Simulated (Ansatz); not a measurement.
Start from NaI in the rock salt structure (space group Fm-3m, No. 225).

```
NaI
1.0
    0.00000     3.26405     3.26405
    3.26405     0.00000     3.26405
    3.26405     3.26405     0.00000
Na I
1 1
Cartesian
  0.00000   0.00000   0.00000
  3.26405   3.26405   3.26405
```

Method: PBE in Ansatz (plane waves to 420 eV, PAW, spin-orbit coupling left out).

For the base:

The valley order is Γ 3.58 eV; X along ⟨100⟩ 4.48 eV; L along ⟨111⟩ 5.09 eV. The electron mass comes out as 0.27 mₑ (at Γ). The pressure comes out as 0.01 GPa.

Modification: every lattice vector is shortened by 1.50 %; the atoms relax in the strained cell.

Question: How does this affect the mean gap deformation potential ΔEg/Δln V?

Answer: The mean gap deformation potential ΔEg/Δln V amounts to -2.7 eV.

Question: What does the calculation give for the valley order after the change?

Answer: The valley order (the lowest conduction-band minima on the path, energy above the VBM, named in the base's zone) changes from Γ 3.58 eV; X along ⟨100⟩ 4.48 eV; L along ⟨111⟩ 5.09 eV to Γ 3.70 eV; X along ⟨100⟩ 4.52 eV; L along ⟨111⟩ 5.10 eV.

Question: What happens to the electron mass?

Answer: The electron mass is still 0.27 mₑ (at Γ).

Question: Estimate the effect on the pressure.

Answer: The pressure rises by 0.765 GPa to 0.77 GPa.

With I present, leaving out spin-orbit coupling can change the band edges. Masses are band curvatures over ±0.01 Å⁻¹ around the edge. Whether these cells are dynamically stable was not tested.

Ansatz is a program for electronic structure.
